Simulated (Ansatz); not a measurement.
The starting structures come from a database of crystals and need not be the phases stable at ambient conditions.

 Where the default PAW files enter, the runs use the earlier of Ansatz's two default sets.

Inside the gap of an insulator the Bloch states are evanescent, with a wavenumber k + iκ along the transport direction.

Here is the system:

```
CELL_PARAMETERS angstrom
      3.95510     0.00000     0.00000
      1.97755     9.51710     0.00000
      0.00000     0.82183     3.86877
ATOMIC_POSITIONS crystal
  Li 0.75000 0.50000 0.25000
  Li 0.25000 0.50000 0.75000
  Ca 0.00000 0.00000 0.00000
  Ta 0.61147 0.77706 0.61147
  Ta 0.38853 0.22294 0.38853
  O  0.59965 0.80070 0.09965
  O  0.40035 0.19930 0.90035
  O  0.09965 0.80070 0.59965
  O  0.90035 0.19930 0.40035
  O  0.28619 0.42762 0.28619
  O  0.71381 0.57238 0.71381
  O  0.50000 0.00000 0.50000
```

Space group of this cell: I4/mmm. The cell is taken as given; by r2SCAN its mean pressure is -5.7 GPa.

Transport runs along the normal of the first two printed cell vectors, the (101) plane of the conventional cell.

The gap is the functional's own, uncorrected, and κ follows it; spin-orbit coupling is left out. Mid-gap values are interpolated between the computed energies.

Problem. State the band gap and the smallest decay constant κ at mid-gap according to Ansatz (a quantum-chemistry and plane-wave program) with r2SCAN.

Solution. Gap 2.64 eV on a 8×8×8 mesh; κ = 0.279 1/Å, at the zone centre.
